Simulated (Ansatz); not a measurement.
**Point defect Si vacancy + Li interstitial + Li interstitial + Li interstitial + Li interstitial in silicon**

Level of theory: PBE, PAW (plane waves to 420 eV; Ansatz, an electronic-structure program). Cell and caveats: 64-site cell; 2×2×2 shifted k-points; start: the Si site; behind the vacancy; behind the vacancy; behind the vacancy; behind the vacancy; not converged in cell size; relaxed from one start, so a lower configuration may exist.

Neighbours after relaxation, in Å: of the emptied site: Li 1.70, Li 1.70, Li 1.70, Li 1.70; of the Li atom: Si 2.50, Si 2.50, Si 2.50; of the Li atom: Si 2.50, Si 2.50, Si 2.50.

Formation energies E_f are those of the neutral cell. Chemical conditions: host crystal and elements as references (Δμ(Si) = 0.00 eV, Δμ(Li) = 0.00 eV; Li taken from its element, since no compound that bounds it was computed at this level; only phases computed here count, gases as isolated molecules at 0 K). Reference phases: Li: bcc Li, Si: silicon.

```
charge         moment (μB)  point group  largest move off a lattice site (Å)  E_f, host crystal and elements as references (eV)
------  ------------------  -----------  -----------------------------------  -------------------------------------------------
0       not spin-polarised           Td                                 0.12                                              -0.10
```

Point groups are those of the whole cell at tolerances of 0.03 and 0.1 Å ("near" where only the looser one holds); none is given for unsettled states.
